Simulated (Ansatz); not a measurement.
TiO2: pressure series

Base system: TiO2 in the anatase structure (space group I4_1/amd, No. 141).

Space group I4₁/amd, origin choice 1 (No. 141); a = b = 3.7393 Å, c = 9.4551 Å, α = β = γ = 90.00°

```json
[
 {"atom": "Ti", "site": "4a", "symmetry": "-4m2", "x": "0.0000", "y": "0.0000", "z": "0.0000"},
 {"atom": "O", "site": "8e", "symmetry": "2mm.", "x": "0.0000", "y": "0.0000", "z": "0.2080"}
]
```
(The calculation used a cell of 6 atoms; values per cell refer to that cell.)

Cell and atoms are relaxed at each pressure.

Level of theory: Kohn–Sham DFT with the LDA functional, run in Ansatz (a program for electronic structure) with PAW and 420 eV plane waves, no SOC.

Candidates:
(a) pressure 2.1 GPa
(b) pressure −1 GPa
(c) pressure −2 GPa

Base values:

| Property | Value |
|---|---|
| c/a ratio | 2.529 |

Problem. Order them by c/a ratio, lowest first.

Solution. (a) pressure 2.1 GPa (2.512), (b) pressure −1 GPa (2.536), (c) pressure −2 GPa (2.544)

Load acts through the strain it causes; cell and atoms are relaxed under it. Whether these cells are dynamically stable was not tested. All final runs are without spin polarisation.
